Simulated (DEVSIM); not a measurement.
System: abrupt GaP n-p junction, at 450 K.

Layer 1 from the left is GaP, thickness (μm) 20.0, Nd (cm⁻³) 5.7e16, τn (s) 7.4e-7, τp (s) 7.4e-7. Layer 2 from the left is GaP, thickness (μm) 220, Na (cm⁻³) 1.5e17, τn (s) 7.4e-7, τp (s) 7.4e-7.

Left contact: ohmic. Right contact: ohmic. Voltage is applied to the left contact. Recombination: SRH at mid-gap, radiative, Auger. Mobility is constant in doping.

The device is made up for the run: typed textbook-type constants, with dimensions and the other settings drawn at random. Values at 300 K; Nc and Nv go as T^1.5, mobilities as T to minus their exponent, the gap by Varshni's rule with the affinity fixed.

GaP: gap (eV) 2.26, affinity (eV) 3.8, permittivity 11.1, Nc (cm⁻³) 1.8e19, Nv (cm⁻³) 1.9e19, μn (cm²/Vs) 250, μp (cm²/Vs) 150, T exponent of μn 1.6, T exponent of μp 1.98, B (cm³/s) 1e-13, Cn (cm⁶/s) 1e-30, Cp (cm⁶/s) 1e-30, Varshni α (eV/K) 0.00058, Varshni β (K) 372.

DEVSIM, 1D drift-diffusion, Boltzmann statistics, complete ionisation; no tunnelling, impact ionisation, image-force lowering or self-heating.

Dark forward current:

```
|V| (V)  |J| (A/cm²)
-------  -----------
0.25       4.991e-11
0.50        1.425e-9
0.70        2.096e-8
0.75        4.142e-8
0.80        8.250e-8
0.85        1.665e-7
0.90        3.432e-7
0.95        7.322e-7
1.00        1.645e-6
1.05        3.970e-6
1.10        1.044e-5
1.15        3.001e-5
1.20        9.317e-5
1.25       0.0003065
1.30        0.001048
1.35        0.003670
1.40         0.01301
1.45         0.04608
1.50          0.1591
1.55          0.5045
1.60           1.335
1.65           2.800
1.70           4.818
1.75           7.238
1.80           9.941
1.85           12.85
```

Question: Work out the local ideality factor n = ΔV / (kT/q · ln(J2/J1)) between the rows 0.25 and 0.50 V, 1.35 and 1.40 V, 1.80 and 1.85 V.

Answer: kT/q = 38.78 mV. From 0.25 to 0.50 V: ln(1.425e-9/4.991e-11) = 3.352, n = 1.92, near the 2 of recombination in the depletion region. From 1.35 to 1.40 V: ln(0.01301/0.003670) = 1.266, n = 1.02, near the 1 of diffusion or emission over a barrier. From 1.80 to 1.85 V: ln(12.85/9.941) = 0.257, n = 5.02; the layers' resistance at their doping, Σ W/(qμN) = 0.015 Ω cm², would take 44 mV of this step of 50 mV.

Question: Estimate the current at 1.35 V from the Shockley equation with J0 = Σ q ni² D/(N L) coth(W/L), τ joining the SRH, radiative and Auger lifetimes that are on, and W taken as the whole layer.

Answer: ni² = 3.04e14 cm⁻⁶; holes in the n layer: μ = 67.2 cm²/Vs, D = 2.61 cm²/s, τ = 7.35e-7 s, L = 13.8 μm, W/L = 1.4, term 1.80e-18 A/cm²; electrons in the p layer: μ = 131 cm²/Vs, D = 5.07 cm²/s, τ = 7.20e-7 s, L = 19.1 μm, W/L = 12, term 8.62e-19 A/cm². J0 = 2.66e-18 A/cm², and J = J0 exp(qV/kT) = 0.00350 A/cm². The simulation gives 0.00367 A/cm²; the estimate lies 4.8 % below. The estimate leaves out recombination in the depletion region and that region's share of W.
